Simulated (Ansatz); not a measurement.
## C interstitial (beta Si3N4 host)

Calculation: PBE, PAW (plane waves to 420 eV; Ansatz, a quantum-chemistry and plane-wave program). The supercell holds 84 host sites (1×1×3 repeats of a cell of 28 atoms), with a 2×2×2 shifted k-point sampling for the final energies. Site at the start: void with 6N6Si nearest. Energies of charged states are corrected for periodic images (point charge plus alignment at distant sites). Dielectric constants: PBE linear response of the host. Host gap at this level: 4.25 eV. A cell of this size leaves errors of a few tenths of an eV. The semilocal functional narrows the gap, so deep levels can fall outside it. Spin–orbit coupling is left out. Each state is the lowest found from its start.

Formation energies E_f are given with the Fermi level at the valence-band maximum. Chemical conditions: Si-rich (Δμ(C) = -0.41 eV, bounded by 6H silicon carbide; only phases computed here count, gases as isolated molecules at 0 K). Reference phases: C: graphite.

The name describes the start; the neighbours show where the atoms ended.

Charges with a result: +3, +2, +1, 0. Others weren't obtained, and one of them could lie lower, also by skipping a charge.

```csv
charge,moment (μB),largest move off a lattice site (Å),neighbours of the last C atom of the defect at the end (Å),image correction with alignment (eV),"E_f, Si-rich (eV)",above the lowest spin state (eV)
+3†,1.0,0.35,"N 1.49, N 1.52, Si 2.29, Si 2.36",1.82,–,0.00
+2†,not spin-polarised,0.35,"N 1.49, N 1.53, Si 2.29, Si 2.36",1.02,–,0.00
+2†,0.0,0.35,"N 1.49, N 1.53, Si 2.29, Si 2.36",1.02,–,0.00
+1,1.0,0.25,"N 1.62, N 1.76, Si 2.26, Si 2.32",0.31,6.40,0.00
0,0.0,0.27,"N 1.65, N 1.91, Si 1.95, Si 2.18",0.00,7.69,0.00
0,not spin-polarised,0.27,"N 1.65, N 1.91, Si 1.95, Si 2.18",0.00,7.69,0.00
```

† Not settled in this cell, so no level is given: charge +3: level within 0.1 eV of a band edge or past it; charge +2: level within 0.1 eV of a band edge or past it.

Starting moments that weren't kept: charge +2 began with 2 μB and ended with 0.0; charge 0 began with 2 μB and ended with 0.0.

Transition levels above the valence-band maximum: ε(+1/0) = 1.29 eV. On the lower envelope of the bound states, inside the gap: (+1/0) at 1.29 eV.

Flagged in the runs: a doubtful potential alignment, a host whose relaxation on this sampling wasn't shown to rest.
